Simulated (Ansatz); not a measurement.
Se, pressure series

Base system: Se (space group P3_121, No. 152; a = 4.507 Å, c = 4.989 Å; made of chains).

Cell and atoms are relaxed at each pressure.

All numbers come from r2SCAN (Ansatz, a quantum-chemistry and plane-wave program; PAW; 500 eV plane waves; no SOC), earlier PAW set.

Candidates:
(a) pressure 0.3 GPa
(b) pressure 10 GPa
(c) pressure 0.7 GPa

For the base:

| Quantity | Value |
|---|---|
| Smallest direct gap | 1.55 eV |

Problem. Order them by smallest direct gap, highest first.

Solution. (a) pressure 0.3 GPa (1.46 eV), (c) pressure 0.7 GPa (1.35 eV), (b) pressure 10 GPa (0.31 eV)

From pressure 10 GPa on, the axis ratios lie over 15 % from the base's, so the cell there is far from its starting form. Load acts through the strain it causes; cell and atoms are relaxed under it. Whether these cells are dynamically stable was not tested. Competing high-pressure phases were not computed. No dispersion term is included, though the crystal is made of layers, chains or molecules, so its spacings can come out too wide.
